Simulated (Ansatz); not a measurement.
## CdO under a change: O on a Cd site (antisite), symmetric start

Take a 24-atom supercell of CdO in the rock salt structure (space group Fm-3m, No. 225; a = 4.768 Å) at its relaxed geometry as the base.

It is then changed as follows: one Cd atom is replaced by O, atoms relaxed at fixed cell.

Level of theory: PBE (Ansatz, a program for electronic structure; PAW; 420 eV plane waves; scalar-relativistic without spin-orbit coupling), earlier PAW set. k-mesh 4×3×4 (Γ-centred); smearing 0.05 eV (Fermi–Dirac).

The pressure goes from zero to -1.7 GPa and the energy gained by relaxation amounts to 0.38 eV. The largest displacement of a host atom from its site in the perfect cell is 0.17 Å and the mean distance from the defect site to its nearest host atoms grows by 0.17 Å to 2.55 Å.

Final structure:

```
Cd11O13
1.0
    0.00000     4.76834     4.76834
    4.76834    -4.76834     4.76834
    4.76834     4.76834     0.00000
O Cd
13 11
Direct
  0.00000   0.00181   0.00000
  0.97604   0.98877   0.51198
  0.15469   0.34456   0.15469
  0.15469   0.34456   0.69063
  0.33333   0.66667   0.33333
  0.33333   0.66667   0.83333
  0.51198   0.98877   0.97604
  0.51198   0.98877   0.51198
  0.69063   0.34456   0.15469
  0.66667   0.33153   0.66667
  0.83333   0.66667   0.33333
  0.83333   0.66667   0.83333
  0.33333   0.16667   0.33333
  0.33333   0.16667   0.83333
  0.49636   0.49152   0.49636
  0.49636   0.49152   0.00728
  0.66667   0.82182   0.66667
  0.65939   0.84182   0.17031
  0.83333   0.16667   0.33333
  0.83333   0.16667   0.83333
  0.00728   0.49152   0.49636
  0.00000   0.51151   0.00000
  0.17031   0.84182   0.65939
  0.17031   0.84182   0.17031
```

The cell is small, so the values are those of an ordered compound at a high defect concentration; dilute-limit values will differ. A case with no gap was solved on a k-mesh chosen for an insulator, which is coarse for it. The defect started on the symmetric site and kept its symmetry, so it may sit on a saddle. All final runs are without spin polarisation. The defect cell is not spin-polarised.
